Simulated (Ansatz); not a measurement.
Structures of equal composition on the (0001) surface of hcp Co, ferromagnetic: one row in 4 of the top plane missing; p(2x2), one Co site of the top plane empty. The slabs share one bottom face, and each structure is named by its start. These are constructed structures in small cells; real faces may alloy, dewet or reconstruct in larger ones, and not all known structures of the face are among them. Slabs of about 10 Å, Fermi-Dirac smearing of 0.1 eV. Bottom of the slabs: a bare face, its two planes held. Relaxed from the named starts with such symmetry as they have, on meshes of like density; energies extrapolated to zero smearing; spin only where a row says so; no spin-orbit coupling, no U. Brackets mark spin-polarised runs, whose order is one that fits the cell. Where a second, spin-polarised start was run, the lower counts. The cells differ, so small differences also carry the error of unlike k-meshes.

Computed with PBE (plane waves to 420 eV, PAW; Ansatz, an electronic-structure program).

**Question.** Put the candidates in order of energy per 1x1 cell, lowest first, for PBE.

**Answer.** one row in 4 of the top plane missing (0.00 eV [spin, 38.4 μB a cell]), p(2x2), one Co site of the top plane empty (0.10 eV [spin, 38.4 μB a cell])
